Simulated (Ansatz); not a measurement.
## Worked example: self-consistent single point of V3Ir (Pmm2, 8 atoms in the cell) in Ansatz

Level of theory: PBEsol, default PAW files made with PBE (plane waves; Ansatz, a quantum-chemistry and plane-wave program).

This input was run:

Ansatz 0.2 input:
```yaml
crystal:
  lattice:
    - [4.738906, 0.000000, 0.000000]
    - [0.000000, 4.738906, 0.000000]
    - [0.000000, 0.000000, 4.738906]
  atoms:
    - { symbol: V, position: [0.500000, 0.250000, 0.000000] }
    - { symbol: V, position: [0.500000, 0.750000, 0.000000] }
    - { symbol: V, position: [0.260551, 0.000000, 0.500000] }
    - { symbol: V, position: [0.750000, 0.000000, 0.500000] }
    - { symbol: V, position: [0.000000, 0.500000, 0.250000] }
    - { symbol: V, position: [0.000000, 0.500000, 0.750000] }
    - { symbol: Ir, position: [0.500000, 0.500000, 0.500000] }
    - { symbol: Ir, position: [0.000000, 0.000000, 0.000000] }
basis:
  ecutwfc: 420.0
kpoints:
  mp_grid: { grid: [5, 5, 5] }
hamiltonian:
  xc: pbesol
  pseudopotentials: { kind: paw }
scf:
  occupations: { method: gaussian, width: 0.1 }
output:
  forces: true
  eigenvalues: true
  stress: true
```

Output (repeated stretches shortened):

```
WARN ansatz: RAYON_NUM_THREADS=1 ignored (pool sized by the plan → 1); use --threads N
Pseudopotentials: kind: paw
Pseudopotential: V, paw, valence charge 13
Pseudopotential: Ir, paw, valence charge 17
Crystal: 8 atoms, lattice volume = 106.423 Å³
Basis set: ecut = 420 eV, 2103 PW (Γ), exchange–correlation on 64×64×64 points (8 copies of the dense FFT grid, shifted against one another)
Bands: 68, of which v1, the nominal top of the filled ones, is band 56 counted from 1 (55 counted from 0)
Symmetry: 4 space group operations
Space group: Pmm2 (ITA 25), of the structure as read, at distance tolerance 4.7e-5 Å
k-points: 27 of 125 (time reversal used)
PAW frozen core: V, regenerated for the run's functional, and the local potential with it
PAW frozen core: Ir, regenerated for the run's functional, and the local potential with it
Initial density: superposition of atomic densities (neutral atoms: chi_scale 0, normalization atom), corrected by the library's trained network
Initial wavefunctions: pseudopotential atomic-orbital guess
Eigensolver: davidson
Functional: x = pbesol(κ = 0.804, μ = 0.12345679012345678), c = pbesol(β = 0.046)
SCF iter   1: F=—  HF=-40913.805225 eV  |F-HF|=—  |Δ(HF+E_count)|=         —  Δρ=1.18e-2  dr2=9.75e-2  ethr=1.77e-3  ⟨swp⟩=4.1  Hψ=5803  notcnv=0
all-band conjugate gradients solve this SCF's bands
preconditioner: auto → Kerker (q_TF=auto, 2.752 Å⁻¹)
SCF iter   2: F=—  HF=-40913.779718 eV  |F-HF|=—  |Δ(HF+E_count)|=   2.55e-2  Δρ=4.41e-3  dr2=1.19e-2  ethr=8.70e-5  ⟨swp⟩=2.0  Hψ=2960  notcnv=0  defer=80
SCF iter   3: F=—  HF=-40913.776681 eV  |F-HF|=—  |Δ(HF+E_count)|=   3.04e-3  Δρ=1.06e-3  dr2=4.57e-4  ethr=1.07e-5  ⟨swp⟩=2.0  Hψ=2366  notcnv=0  defer=80
SCF iter   4: F=—  HF=-40913.776668 eV  |F-HF|=—  |Δ(HF+E_count)|=   1.34e-5  Δρ=1.84e-4  dr2=2.34e-5  ethr=4.08e-7  ⟨swp⟩=2.0  Hψ=2381  notcnv=0  defer=80
SCF iter   5: F=—  HF=-40913.777005 eV  |F-HF|=—  |Δ(HF+E_count)|=   3.37e-4  Δρ=2.95e-5  dr2=7.21e-7  ethr=2.09e-8  ⟨swp⟩=2.1  Hψ=2229  notcnv=0  defer=80
SCF iter   6: F=-40913.777004 eV  HF=-40913.777004 eV  |F-HF|=1.19e-8  |Δ(HF+E_count)|=   4.82e-8  Δρ=9.65e-6  dr2=6.09e-8  ethr=8.93e-11  ⟨swp⟩=8.0  Hψ=6487  notcnv=0
SCF 1 converged in 6 iterations: F = -40913.777004 eV  dr2 = 6.09e-8
SCF converged after 6 iterations
Free energy (F): -40913.777004 eV
Harris-Foulkes:  -40913.777004 eV  (|F-HF|=1.19e-8)
Internal energy: -40913.743903 eV  (E = F + TS)
E sigma→0 (E₀):  -40913.760454 eV
Entropy (-TS):   -0.033101 eV (-4.138 meV/atom)
Fermi energy:    19.577280 eV
--- Per-component energies (eV) ---
  E_band       = -1039.744147
  E_kinetic    = 3264.324169
  E_local      = -7495.338351  (includes V_loc(G=0)·N_el)
  E_nonlocal   = -117.540707
  E_hartree    = 3275.441892
  E_xc         = -1313.520582
  E_vxc        = -1593.423860  (∫ρ·V_xc dr)
  E_paw        = -24692.983630  (= ΣΔE_a)
  E_vpaw       = -1648.667020  (= ΣTr[D̂ρ^β])
  E_aug_tail   = 0.001558  (compensation charges beyond the density's cutoff)
  E_ewald      = -13835.556896
  E_core_change = 1.428644  (= ΣΔE_core)
  E_smearing   = -0.033101  (= −TS)
  E_closure    = -0.000000  (closes the sum)
  Σ components = -40913.777004   (vs F -40913.777004, Δ=0.00e0)
--- Forces (eV/Å), atoms counted from 1 ---
  atom   1  V      0.01268817     0.01498940     0.00000000
  atom   2  V      0.01268817    -0.01498940     0.00000000
  atom   3  V     -0.60096672     0.00000000     0.00000000
  atom   4  V      0.37157350     0.00000000     0.00000000
  atom   5  V      0.01381229     0.00000000     0.01200003
  atom   6  V      0.01381229     0.00000000    -0.01200003
  atom   7  Ir     0.09280317     0.00000000     0.00000000
  atom   8  Ir     0.08358637     0.00000000     0.00000000
  max |Σ_I F_I| component: 2.77e-6 eV/Å
--- Stress (GPa, compression-positive) ---
       -1.301633       0.000000       0.000000
        0.000000      -1.033508       0.000000
        0.000000       0.000000      -1.703359
  P = ⅓ Tr σ = -1.3462 GPa (-13.462 kbar)
  The stress holds the Pulay correction. Without it, at fixed plane waves, as pw.x and ABINIT print it: P = -1.4281 GPa
--- Band table (eV; the first three rows and the last of 27) ---
  k-point 0: bands = ["-73.0130", "-72.9935", "-44.4305", "-44.3611", "-44.3589", "-44.1631", "-44.1621", "-44.1557", "-29.8661", "-29.8573", "-29.8533", "-29.8406", "-29.8377", "-29.8290", "-18.8540", "-18.8497", "-18.7320", "-18.5106", "-18.5038", [...]
  k-point 1: bands = ["-73.0130", "-72.9935", "-44.4203", "-44.3644", "-44.3461", "-44.1830", "-44.1631", "-44.1556", "-29.8666", "-29.8558", "-29.8532", "-29.8412", "-29.8377", "-29.8277", "-18.8485", "-18.8121", "-18.6662", "-18.5021", "-18.4948", [...]
  k-point 2: bands = ["-73.0130", "-72.9935", "-44.3995", "-44.3791", "-44.3003", "-44.2369", "-44.1630", "-44.1556", "-29.8674", "-29.8532", "-29.8530", "-29.8422", "-29.8377", "-29.8256", "-18.8356", "-18.8192", "-18.4999", "-18.4937", "-18.4055", [...]
  k-point 26: bands = ["-73.0130", "-72.9935", "-44.3204", "-44.3077", "-44.3043", "-44.2426", "-44.2385", "-44.2268", "-29.8627", "-29.8544", "-29.8504", "-29.8381", "-29.8350", "-29.8268", "-18.4776", "-18.4519", "-18.4417", "-18.4304", [...]
```

The run converged in 6 iterations.

The starting cell comes from a database of computed structures (which also holds hypothetical and non-ambient phases and stackings), without a prior relaxation at this level. Its lattice was rescaled by up to half a per cent. One atom was moved a little off its site on purpose. Spin-orbit coupling is off. Spin polarisation is off. Ansatz's pressure includes its estimate of the finite-basis (Pulay) stress.
